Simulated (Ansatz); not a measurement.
What biaxial strain +2.56 %, plane normal [001], relaxed out of plane does to SrTiO3

The reference is SrTiO₃ in the cubic perovskite structure (space group Pm-3m, No. 221; a = 3.908 Å). Axes: x, y, z lie along the cube axes.

Perturbation: biaxial strain +2.56 %, plane normal [001], relaxed out of plane (Cartesian); in-plane vectors clamped, the third vector and the atoms free.

The values are results of Ansatz (an electronic-structure program) r2SCAN, scalar-relativistic without spin-orbit coupling, earlier PAW set, not measurements. Settings: 9×9×9 k-points, 0.05 eV Fermi–Dirac smearing.

```json
[
 {"quantity": "volume per atom", "base": "11.93 Å³", "changed": "12.37 Å³", "shift": "+0.44 Å³"},
 {"quantity": "shortest interatomic distance", "base": "195.4 pm", "changed": "192.6 pm", "shift": "-2.8 pm"},
 {"quantity": "energy relative to the base (free energy F)", "base": "0 meV/atom", "changed": "+18 meV/atom", "shift": "+18 meV/atom"},
 {"quantity": "pressure (mean of the normal stresses, compression positive)", "base": "0.0 kbar", "changed": "-58.9 kbar", "shift": "-58.9 kbar"},
 {"quantity": "band gap", "base": "2.27 eV", "changed": "2.13 eV", "shift": "-0.14 eV"},
 {"quantity": "gap character", "base": "–", "changed": "indirect, A → Γ", "shift": "–"},
 {"quantity": "smallest direct gap", "base": "2.63 eV", "changed": "2.51 eV", "shift": "-0.12 eV"},
 {"quantity": "out-of-plane strain", "base": "–", "changed": "-1.44 %", "shift": "–"},
 {"quantity": "ratio −ε⊥/ε∥", "base": "–", "changed": "0.56", "shift": "–"},
 {"quantity": "mean in-plane stress (compression positive)", "base": "–", "changed": "-8.8 GPa", "shift": "–"}
]
```

Stability against distortions was not tested. The final runs are not spin-polarised. Many cubic perovskites are stable only at high temperature; tilts and polar distortions were not tested. k-point labels follow each cell's own Brillouin zone.
